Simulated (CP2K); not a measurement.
A self-consistent single point of PdIn (Pm-3m, 2 atoms in the cell) with CP2K.

Method of the run: PBE, GPW, DZVP-MOLOPT-SR-GTH basis, GTH-PBE potentials (GTH_POTENTIALS) (CP2K).

```
CELL_PARAMETERS angstrom
      3.19410     0.00000     0.00000
      0.00000     3.19410     0.00000
      0.00000     0.00000     3.19410
ATOMIC_POSITIONS crystal
  In 0.50000 0.50000 0.50000
  Pd 0.00000 0.00000 0.00000
```

Reference input (self-consistent single point, DFT PBE, GPW, DZVP-MOLOPT-SR-GTH basis, GTH-PBE potentials (GTH_POTENTIALS)): CUTOFF = 500 Ry; REL_CUTOFF = 60 Ry; SMEAR/METHOD = GAUSSIAN; SIGMA = 0.05 eV; KPOINTS/SCHEME = MONKHORST-PACK 8 8 8; GAMMA_CENTERED = T; XC_FUNCTIONAL = PBE; In/BASIS_SET = DZVP-MOLOPT-SR-GTH-q13; In/POTENTIAL = GTH-PBE-q13; Pd/BASIS_SET = DZVP-MOLOPT-SR-GTH-q18; Pd/POTENTIAL = GTH-PBE-q18; METHOD = GPW. This run's input differs from it in these lines:

```diff
@@ -36,3 +36,3 @@
         METHOD GAUSSIAN
-        SIGMA [eV] 0.05
+        SIGMA [eV] 0.2
       &END SMEAR
```

Output (repeated stretches shortened):

```
 SCF WAVEFUNCTION OPTIMIZATION

  Step     Update method      Time    Convergence         Total energy    Change
     1 NoMix/Diag. 0.30E+00      -     1.25866865      -184.0602752012 -1.84E+02
     2 Broy./Diag. 0.30E+00      -     0.19839981      -186.4948846259 -2.43E+00
     3 Broy./Diag. 0.30E+00      -     0.04576979      -184.2921048686  2.20E+00
     4 Broy./Diag. 0.30E+00      -     0.01446622      -183.6510703575  6.41E-01
     5 Broy./Diag. 0.30E+00      -     0.00613669      -183.5024469270  1.49E-01
     6 Broy./Diag. 0.30E+00      -     0.00130966      -183.6010773738 -9.86E-02
   [... 2 lines left out ...]
     9 Broy./Diag. 0.30E+00      -     0.00006769      -183.5999526619 -1.56E-03
    10 Broy./Diag. 0.30E+00      -     0.00000779      -183.6003826936 -4.30E-04
    11 Broy./Diag. 0.30E+00      -     0.00000117      -183.6003943490 -1.17E-05
    12 Broy./Diag. 0.30E+00      -     0.00000027      -183.6003845523  9.80E-06
  *** SCF run converged in    12 steps ***

  Overlap energy of the core charge distribution:               0.00000000000227
  Self energy of the core charge distribution:               -312.87466988229352
  Core Hamiltonian energy:                                     81.25562341474631
  Hartree energy:                                              68.23086710678658
  Exchange-correlation energy:                                -20.21158729627417
  Smearing free energy correction:                             -0.00061789521377
  Fermi energy:                                                 0.49442449739873

  Total energy:                                              -183.60038455225964
  Total energy (extrapolated to sigma->0):                   -183.60007560465274

                     Mulliken Population Analysis

   [... lines left out ...]

 STRESS| Analytical stress tensor [bar]
 STRESS|                        x                   y                   z
 STRESS|      x        1.72176983893E+05   1.51595238013E-03   1.51596032127E-03
 STRESS|      y        1.51595238013E-03   1.72176546535E+05   1.51595050709E-03
 STRESS|      z        1.51596032127E-03   1.51595050709E-03   1.72182033417E+05
 STRESS| 1/3 Trace                                             1.72178521282E+05
```

The run converged in 12 iterations. Against the reference run the free energy goes down by 5.8 meV/atom and the pressure moves little (17.15 to 17.22 GPa).

The starting cell has typed, rounded lattice constants, without a prior relaxation at this level. Its lattice was rescaled by a random factor within 2.5 % of one. Spin polarisation is off. Values carry the incompleteness of an atom-centred basis. With a pressure of about 17 GPa the cell is away from its equilibrium volume at this level.

Cost on one core of a shared machine: roughly 60 s.
